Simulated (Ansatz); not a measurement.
A self-consistent single point of the (111) slab of TiSe (cut from a parent of space group no. 129; 16 atoms in the cell) with Ansatz (a program for electronic structure).

Computed with LDA (PW92), default PAW files made with PBE (plane waves; Ansatz).

```xyz
16
Lattice="5.9091 0.0000 0.0000 2.9545 6.6740 0.0000 0.0000 0.0000 21.3284" Properties=species:S:1:pos:R:3 pbc="T T T"
Ti     4.4318     6.1006     6.6903
Ti     7.3864     6.1006     6.6903
Ti     7.3864     4.7926     9.3396
Ti     4.4318     4.7926     9.3396
Ti     4.4318     3.4847    11.9888
Ti     7.3864     3.4847    11.9888
Ti     1.4773     2.1767    14.6381
Ti     4.4318     2.1767    14.6381
Se     5.9091     1.3654     6.0000
Se     2.9545     4.1618     7.3806
Se     2.9545     0.0574     8.6493
Se     5.9091     2.8538    10.0299
Se     2.9545     5.4235    11.2986
Se     2.9545     1.5458    12.6791
Se     5.9091     4.1155    13.9478
Se     5.9091     0.2379    15.3284
```

Reference input (self-consistent single point, DFT, LDA (PW92), plane waves, default PAW files made with PBE): basis.ecutwfc = 420 eV; kpoints.mp_grid.grid = 5 5 1; hamiltonian.xc = lda; hamiltonian.pseudopotentials = {kind: paw} (the program's default PAW files); scf.occupations.method = gaussian; scf.occupations.width = 0.272 eV. This run's input differs from it in these lines:

```diff
@@ -34,4 +34,4 @@
   occupations:
-    method: gaussian
-    width: 0.272 eV
+    method: methfessel_paxton
+    width: 0.1 eV
 output:
```

Output (repeated stretches shortened):

```
SCF iter   1: F=—  HF=-62674.620256 eV  |F-HF|=—  |Δ(HF+E_count)|=         —  Δρ=5.64e-3  dr2=2.39e-1  ethr=1.77e-3  ⟨swp⟩=7.6  Hψ=4980  notcnv=0
all-band conjugate gradients solve this SCF's bands
preconditioner: auto → LDOS
SCF iter   2: F=—  HF=-62674.596944 eV  |F-HF|=—  |Δ(HF+E_count)|=   2.33e-2  S|Δr|=    0.00e0  Δρ=3.13e-3  dr2=7.93e-2  ethr=1.07e-4  ⟨swp⟩=2.0  Hψ=2029  notcnv=0  defer=89
   [... lines left out ...]
SCF iter   7: F=—  HF=-62674.579417 eV  |F-HF|=—  |Δ(HF+E_count)|=   2.46e-5  S|Δr|=    0.00e0  Δρ=5.71e-5  dr2=7.31e-5  ethr=4.08e-7  ⟨swp⟩=2.0  Hψ=1339  notcnv=0  defer=89
SCF iter   8: F=—  HF=-62674.579261 eV  |F-HF|=—  |Δ(HF+E_count)|=   1.56e-4  S|Δr|=    0.00e0  Δρ=1.37e-5  dr2=2.95e-6  ethr=3.26e-8  ⟨swp⟩=2.0  Hψ=1301  notcnv=0  defer=82
SCF iter   9: F=-62674.579263 eV  HF=-62674.579262 eV  |F-HF|=1.51e-7  |Δ(HF+E_count)|=   1.39e-6  S|Δr|=    0.00e0  Δρ=3.26e-6  dr2=6.42e-8  ethr=4.46e-11  ⟨swp⟩=10.3  Hψ=5802  notcnv=0
SCF 1 converged in 9 iterations: F = -62674.579263 eV  dr2 = 6.42e-8
Stability not checked (fill_not_monotonic)
Free energy (F): -62674.579263 eV
Internal energy: -62674.587638 eV  (E = F + TS)
E sigma→0 (E₀):  -62674.581356 eV
Entropy (-TS):   0.008376 eV (0.523 meV/atom)
Fermi energy:    1.574346 eV
--- Forces (eV/Å), atoms counted from 1 ---
  atom   1  Ti    -0.59521864     0.77720546     0.61636313
  atom   2  Ti     0.59521869     0.77720541     0.61636313
  atom   3  Ti     0.03561099     0.08846740    -0.17396531
  atom   4  Ti    -0.03561098     0.08846741    -0.17396531
   [... lines left out ...]
  atom  16  Se     0.00000007     1.80264571    -0.40338630
--- Stress (GPa, compression-positive) ---
       -3.666349       0.000000       0.000000
        0.000000      -2.997991       0.666088
        0.000000       0.666088      -2.466878
  P = ⅓ Tr σ = -3.0437 GPa (-30.437 kbar)
  The stress holds the Pulay correction. Without it, at fixed plane waves, as pw.x and ABINIT print it: P = -3.0568 GPa
```

The run converged in 9 iterations. Against the reference run the free energy goes up by 23.9 meV/atom and the largest force goes from 1.898 to 1.847 eV/Å.

The starting cell comes from a database of computed structures (which also holds hypothetical and non-ambient phases and stackings), without a prior relaxation at this level. The slab is cut from that crystal, and its faces are unrelaxed. Spin polarisation is off, so a magnetic state, if there is one, cannot be reached. Forces in this geometry exceed 1 eV/Å.

Cost on one core of a shared machine: roughly 40 s.

Keys are those of Ansatz 0.2.
